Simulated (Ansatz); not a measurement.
Start from MoSi2 (space group I4/mmm, No. 139; a = 3.2168 Å, c = 7.8746 Å; relaxed with 0.1 eV smearing). Axes: x, y, z lie along a, b, c of the conventional cell.

Structures relaxed with DFT with PBE, PAW potentials and a 420 eV plane-wave cutoff in Ansatz (a quantum-chemistry and plane-wave program), no spin-orbit coupling.

Base:

Simulated powder pattern, Cu Kα1, λ = 1.54056 Å (kinematic, ideal powder, no thermal factors, no anomalous dispersion; the 8 strongest lines at most, above 2 %, up to 2θ = 90°):

```csv
2θ (°),I/Imax (%),hkl
22.56,32,(002)
29.98,60,(101)
39.59,71,(110)
44.51,100,(103)
46.05,19,(112)
57.23,23,(200)
75.26,41,(213)
85.31,15,(116)
```

The change: uniaxial strain ε_zz = +2.50 %, all other strain components held at zero; the atoms relax in the strained cell.

After the change:

Simulated powder pattern, Cu Kα1, λ = 1.54056 Å (kinematic, ideal powder, no thermal factors, no anomalous dispersion; the 8 strongest lines at most, above 2 %, up to 2θ = 90°):

```csv
2θ (°),I/Imax (%),hkl
22.01,32,(002)
29.88,57,(101)
39.59,68,(110)
43.83,100,(103)
45.75,19,(112)
57.23,22,(200)
74.77,40,(213)
83.40,15,(116)
```

The indices refer to the base's conventional cell; one index is shown for lines that coincide.

Stability against distortions was not tested. All final runs are without spin polarisation.
